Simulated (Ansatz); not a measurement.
System: AlP (P6₃mc, No. 186, 4 atoms in the cell; start mp-8880; a measured phase of this formula has another space group). Method: HSE06 (PAW; Ansatz, a program for electronic structure).

Run with plane-wave cutoff 520 eV, 6×6×4 k mesh (along the axes of the cell as run), scalar-relativistic PAW data made under PBE.

Computed at the level's own relaxed cell.

Elastic tensor (GPa, Voigt notation, ions relaxed):

```
  163.7    61.8    45.5     0.0     0.0     0.0
   61.8   163.7    45.5     0.0     0.0     0.0
   45.5    45.5   183.6     0.0     0.0     0.0
    0.0     0.0     0.0    40.9     0.0     0.0
    0.0     0.0     0.0     0.0    40.9     0.0
    0.0     0.0     0.0     0.0     0.0    50.9
```

Q: Work out the Voigt, Reuss and Hill averages of the bulk and shear moduli, Young's modulus and Poisson's ratio from the printed constants.

A: K_V = [C11 + C22 + C33 + 2(C12 + C13 + C23)]/9 = [511.0 + 2 × 152.8]/9 = 90.7 GPa. G_V = [511.0 − 152.8 + 3 × 132.7]/15 = 50.4 GPa. From the compliances S = C⁻¹, K_R = 90.7 and G_R = 48.6 GPa. Hill means: K = 90.7, G = 49.5 GPa. E = 9KG/(3K + G) = 126 GPa, ν = (3K − 2G)/(6K + 2G) = 0.27, K/G = 1.83.

Note: the relaxation could not lower the start's symmetry, so the cell can be a saddle point above a distorted one.

A start named mp-… is a Materials Project structure, which need not be a measured phase.
